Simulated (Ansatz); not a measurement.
Functionals compared on a constructed model of the (100) surface of fcc Rh, a pseudomorphic layer of In in the host's stacking (bottom of the slab: a bare face, its two planes held), in Ansatz (plane waves, PAW). The structure was relaxed with PBE; the other rows are single points on it. Cutoff 420 eV (500 eV for r2SCAN).

Model: 7-atom slab, 11.8 Å thick at the start, 14x14x1 mesh, Fermi-Dirac 0.1 eV, dipole correction, 2 atoms held, the rest relaxed; symmetry of the start imposed; no spin, no spin-orbit, no U. It is one candidate, not shown to be the stable structure of the face. These notes are the PBE run's.

| functional | work function of the top face (eV) | rough cost of the single point |
|---|---|---|
| PBE | 4.33 | – |
| RPBE | 4.20 | roughly 50 core-seconds |
| r2SCAN | 4.45 | about 70 core-seconds (a rough figure) |

Ansatz is an electronic-structure program.
